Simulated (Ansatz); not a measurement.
Consider a periodic stack without vacuum, hexagonal WC (1 0 0) on tetragonal BaTiO3 (0 0 1) (film strained to the substrate, started from cuts of the bulks and a machine-learned relaxation; slabs Ba4Ti4O12 and W8C8, which can lie off the formulas): substrate slab Ba4Ti4O12, film W8C8, surface cells [[0, 1], [-1, 0]] and [[-1, 1], [-1, -1]], film strained by -3.5 and -1.0 %, outermost planes BaO/OTi and W/C as cut, which need not be the usual terminations and can put a slab off its formula. Its start:

```
CELL_PARAMETERS angstrom
      3.98572     0.00000    -0.00502
      0.00000     3.98572     0.00329
      0.62837    -1.96957    29.20353
ATOMIC_POSITIONS crystal
  Ba 0.98386 0.02464 0.04866
  Ti 0.47560 0.55877 0.12128
  O  0.48103 0.53255 0.05932
  O  0.47187 0.06777 0.12717
  O  0.97082 0.56686 0.12716
  Ba 0.96521 0.09872 0.19525
  Ti 0.46128 0.63368 0.26515
  O  0.46092 0.60328 0.20229
  O  0.44679 0.13715 0.27144
  O  0.94394 0.63735 0.27142
  Ba 0.94329 0.17050 0.33917
  Ti 0.43819 0.70829 0.40896
  O  0.43701 0.67232 0.34601
  O  0.42046 0.20091 0.41547
  O  0.91776 0.70229 0.41550
  Ba 0.92196 0.24389 0.48384
  Ti 0.42215 0.78811 0.55163
  O  0.41154 0.73807 0.48856
  O  0.38852 0.25428 0.55702
  O  0.88478 0.75789 0.55701
  W  0.18172 0.12058 0.66278
  W  0.67964 0.62269 0.66282
  C  0.17618 0.63275 0.68729
  C  0.67772 0.13437 0.68736
  W  0.41745 0.41282 0.74775
  W  0.91754 0.91281 0.74775
  C  0.41285 0.92743 0.77773
  C  0.91296 0.42738 0.77773
  W  0.65386 0.70672 0.83761
  W  0.15382 0.20665 0.83763
  C  0.64871 0.22184 0.86695
  C  0.15021 0.72019 0.86705
  W  0.88894 0.00140 0.92776
  W  0.39173 0.50244 0.92883
  C  0.89156 0.51390 0.95618
  C  0.38610 0.01442 0.95609
```

The start was prepared with a machine-learned potential, and the result is one local minimum, with the in-plane cell held and forces under 0.04 eV/Å; the film can end far from its bulk form.

Calculation: PBE (plane waves to 420 eV, PAW; Ansatz, a program for electronic structure). Scalar-relativistic, without spin–orbit coupling; the runs are not spin-polarised. Its k-point mesh 8×8×1, Fermi–Dirac width 0.05 eV.

Task: Predict the relaxed interface.

Result: interface area: 15.9 Å²
period: 28.38 Å
heights between the nearest atoms of the two slabs at the two interfaces: 2.08 and 2.82 Å
Ba–C contacts across the interfaces within 1.22 times the sum of covalent radii: 4, mean 3.45 Å
Ba–W contacts across the interfaces within 1.22 times the sum of covalent radii: 4, mean 4.25 Å
Ti–W contacts across the interfaces within 1.22 times the sum of covalent radii: 4, mean 3.03 Å
O–W contacts across the interfaces within 1.22 times the sum of covalent radii: 2, mean 2.08 Å
